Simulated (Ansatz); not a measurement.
Take Rb in the bcc (W type) structure (space group Im-3m, No. 229; a = 5.748 Å) as the base.

The values are results of r2SCAN (Ansatz, a first-principles code), spin-orbit coupling left out, not measurements.

Before the change:

* **Lattice parameter a**: 10.863 bohr

One thing is altered: a hydrostatic pressure of 10 GPa.

Problem. How does this affect the lattice parameter a?

Solution. The lattice parameter a drops by 2.7485 bohr (10.863 bohr → 8.115 bohr).

Load acts through the strain it causes; cell and atoms are relaxed under it. Stability against distortions was not tested. Measured, Rb leaves this structure (for fcc) near 7 GPa (temperature not stated; as listed in Olga Degtyareva, NATO science for peace and security series. B, Physics and biophysics (2010)).
